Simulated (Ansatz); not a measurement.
# Surface dipole against coverage: Na on fcc Au (100)

One Na atom in each cell of a four-layer slab of fcc Au (100), started at a fourfold hollow site; the adatom and the upper two layers relax, with a dipole correction. Δφ is the change of the top face's work function against the clean slab's 5.06 eV. By the Helmholtz relation an adatom's dipole is μ = |Δφ|/(0.377 eV × n) in debye, for n adatoms per nm². In Topping's model neighbouring dipoles depolarise each other, so that 1/μ = (1 + 9α·n^(3/2))/μ0 is a line in x = n^(3/2). The numbers are results of PBE (plane waves to 420 eV, PAW; Ansatz, a program for electronic structure), not measurements. All cells sample the k points of the 1×1 cell's 12×12×1 mesh, with Fermi-Dirac smearing of 0.1 eV (energies taken to zero smearing), without spin polarisation or spin-orbit coupling.

| cell | x (nm⁻³) | 1/μ (1/D) | n (nm⁻²) | Δφ (eV) |
|---|---|---|---|---|
| 4×3 | 0.94 | 0.289 | 0.96 | -1.25 |
| 3×3 | 1.47 | 0.304 | 1.29 | -1.60 |
| 4×2 | 1.75 | 0.318 | 1.45 | -1.72 |
| 3×2 | 2.68 | 0.335 | 1.93 | -2.17 |
| 2×2 | 4.91 | ? | 2.89 | ? |

Q: Using a straight line, estimate the missing 1/μ at x = 4.91 from the other rows, showing the fit.

A: With u = x - 1.7, the rows have u = -0.7600, -0.2300, 0.0500, 0.9800. Means: u 0.010000, 1/μ 0.3115. About the means, the sum of products is 0.042180 and the sum of squares of u is 1.5930; the slope is their ratio. Least squares gives 1/μ = 0.3112 + 0.02648·u. Residuals (row less fit): -0.0021, -0.0011, 0.0055, -0.0022; standard error 0.0045 (degrees of freedom: 2). At x = 0 the line gives 1/μ0 = 0.266, so a lone adatom carries about 3.8 D, its positive end outward; slope over intercept is 9α, which puts α at roughly 11 Å³, a figure that hangs on Δφ's last digit. At the withheld row, u = 3.2100, so 1/μ = 0.3112 + 0.02648 × 3.2100 = 0.3962 1/D. The calculation gives 0.382 1/D, 0.0142 1/D below the prediction (15.3 % of the range of 1/μ in the table). The row lies outside the fitted rows, so this is an extrapolation.

The model takes a square or triangular net of point dipoles; the 4×2, 3×2 and 4×3 nets are stretched, and dense layers bond among themselves. Only series are tabulated where Δφ keeps its sign and exceeds 0.12 eV, and the fitted rows scatter about the line by under a tenth of the table's range (standard error).

As a change of work function, the prediction is 0.377 × 2.89/0.396 = 2.75 eV in size, against 2.85 eV from the run.

Each row is one calculation, so residuals can be the form's limits or numerical noise.
